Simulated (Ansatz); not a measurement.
# (Ru,Ta): RuTa₃

A 16-atom cell of (Ru,Ta) started in the hexagonal close-packed structure, site fractions Ru 0.250, Ta 0.750, short-range order -0.06 among the nearest mixed sites of the first mixed sublattice (0 is random, a negative value favours unlike neighbours), space group P1 at the end, its cell sheared by up to 7° against the end member's.

All values below come from PBE (plane waves to 420 eV, PAW; Ansatz, a program for electronic structure). No spin–orbit coupling; the runs are not spin-polarised. Its k-point mesh 6×6×6, Fermi–Dirac width 0.05 eV.

```
Item                                                                                                                                                                                                                                 Result
---------------------------------------------------------  --------------------------------------------------------------------------------------------------------------------------------------------------------------------------------
volume per atom                                                                                                                                                                                                                    17.06 Å³
Ta–Ta bonds (within 1.22 times the sum of covalent radii)                                                                                                                                      3.016 Å on average, from 2.755 to 3.333 (62)
Ru–Ta bonds (within 1.22 times the sum of covalent radii)                                                                                                                                      2.948 Å on average, from 2.684 to 3.318 (44)
Ru–Ru bonds (within 1.22 times the sum of covalent radii)                                                                                                                                       3.139 Å on average, from 2.969 to 3.337 (6)
check of the structure type                                not passed: over a tenth of the atoms count other neighbours than the ideal type within 1.2 times their shortest bond (scaled by covalent radii), so no mixing enthalpy is given
```

```
CELL_PARAMETERS angstrom
     -0.44780    -5.31100    -4.58977
      0.50622     5.32243    -4.62803
      5.58448     0.48395     4.57480
ATOMIC_POSITIONS crystal
  Ta 0.54128 0.40637 0.19055
  Ta 0.15222 0.53003 0.93350
  Ru 0.64523 0.01710 0.92169
  Ta 0.28201 0.15499 0.68784
  Ta 0.41456 0.78285 0.44602
  Ru 0.91441 0.28625 0.45034
  Ta 0.02542 0.90112 0.18264
  Ru 0.77998 0.65300 0.68465
  Ta 0.59673 0.22836 0.56732
  Ta 0.20530 0.34378 0.30859
  Ta 0.71956 0.85098 0.31609
  Ta 0.34713 0.96928 0.06230
  Ta 0.47724 0.59788 0.81506
  Ta 0.96690 0.08826 0.81554
  Ta 0.08390 0.71158 0.55559
  Ru 0.84813 0.47818 0.06228
```
